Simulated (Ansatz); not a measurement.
The starting structures come from a database of crystals and need not be the phases stable at ambient conditions.

Given:

```yaml
crystal:
  lattice:
    - [5.76357, 0.00000, 0.00000]
    - [0.00000, 11.11826, 0.00000]
    - [0.00000, 5.55913, 5.56719]
  atoms:
    - { symbol: Cs, position: [0.50000, 0.00501, 0.98998] }
    - { symbol: Cs, position: [0.50000, 0.51021, 0.97958] }
    - { symbol: Pb, position: [0.00000, 0.50657, 0.48558] }
    - { symbol: Pb, position: [0.00000, 0.00785, 0.48558] }
    - { symbol: Cl, position: [0.00000, 0.31541, 0.98648] }
    - { symbol: Cl, position: [0.00000, 0.69811, 0.98648] }
    - { symbol: Cl, position: [0.50000, 0.01039, 0.48132] }
    - { symbol: Cl, position: [0.50000, 0.50829, 0.48132] }
    - { symbol: Cl, position: [0.00000, 0.19539, 0.60922] }
    - { symbol: Cl, position: [0.00000, 0.81477, 0.37046] }
```

Space group of this cell: Amm2. The cell is taken as given.

Transport runs along the normal of the first two printed cell vectors.

The gap is the functional's own. No spin-orbit coupling. Mid-gap values are interpolated on the energy grid.

Question: Give the band gap and the smallest decay constant κ at mid-gap that r2SCAN in Ansatz (an electronic-structure program) yields.

Answer: Gap 2.65 eV on a 6×6×6 mesh; κ = 0.185 1/Å, at (0.500, 0.000) of the in-plane reciprocal vectors. At the zone centre, at the nearest computed energy, the slowest state has κ = 0.22 1/Å.
